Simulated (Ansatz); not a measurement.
Take TiSi2 (space group Cmcm, No. 63; a = 3.5147 Å, b = 13.3491 Å, c = 3.5570 Å) as the base. Axes: x, y, z lie along a, b, c of the conventional cell.

It is then changed as follows: the symmetric strain tensor [0.0198 0.0181 -0.0125; 0.0181 -0.0093 -0.0087; -0.0125 -0.0087 -0.0020], atoms relaxed at fixed cell.

Levels (all Ansatz, a first-principles code, PAW, earlier PAW set): PBEsol (420 eV, no SOC); r2SCAN (500 eV, no spin-orbit coupling).

The geometry is relaxed with PBEsol.

- PBEsol pressure: -1.1 GPa

**Question.** What does r2SCAN give at this geometry for the pressure?

**Answer.** The pressure grows by 2.08 GPa (-1.1 GPa → 0.9 GPa).

Single points use the geometry relaxed with PBEsol. Their cutoffs differ, which shifts pressures a little. No phonon test of stability was made. All final runs are without spin polarisation.
